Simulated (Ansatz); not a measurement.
The parent structure is Ir in the fcc (Cu type) structure (space group Fm-3m, No. 225; relaxed with 0.1 eV smearing).

```
Ir
1.0
    0.00000     1.91555     1.91555
    1.91555     0.00000     1.91555
    1.91555     1.91555     0.00000
Ir
1
Direct
  0.00000   0.00000   0.00000
```

Cartesian axes are those of the cell as printed.

Calculations: PBEsol in Ansatz (plane waves to 420 eV, PAW, no spin-orbit coupling).

Base values:

The shortest interatomic distance comes out as 270.9 pm.

Perturbation: uniaxial strain ε_xx = −4.46 %, all other strain components held at zero; the atoms relax in the strained cell.

Task: What does the calculation give for the stress and shortest interatomic distance after the change?

Result: The stress (xx, yy, zz, yz, xz, xy; compression positive) comes out as (33.0, 13.8, 13.8, 0.0, 0.0, 0.0) GPa; the shortest interatomic distance decreases by 6.0 pm to 264.9 pm.

Stability against distortions was not tested. All final runs are without spin polarisation.

Ansatz is an electronic-structure program.
